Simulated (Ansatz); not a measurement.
**LaBr₃ (model structure, from the ReO3 type, Pm-3m, No. 221): smallest direct gap on the k points sampled by level of theory**

No measured value is used here.

```csv
level (code),value (eV)
LDA (Ansatz),3.49
PBE+SOC (Ansatz),3.40
PBEsol+SOC (Ansatz),3.40
r²SCAN+SOC (Ansatz),3.99
HSE06+SOC (Ansatz),4.96
PBE0 (Ansatz),5.91
r²SCAN0 (Ansatz),6.23
```

Computed values are for a static lattice. Spin–orbit coupling is included only where a level's name says +SOC; with heavier elements it mostly lowers gaps and can invert bands.  Values are at the PBEsol cell. Cutoffs and k meshes differ between the levels. Ansatz's density-functional and Hartree–Fock values are scalar-relativistic unless marked +SOC, with PAW data made under PBE.

A model structure was made by putting elements into a prototype or built by hand; it is no filed structure, need not be a known phase, and can be a saddle point held by its symmetry.

Ansatz is a quantum-chemistry and plane-wave program.
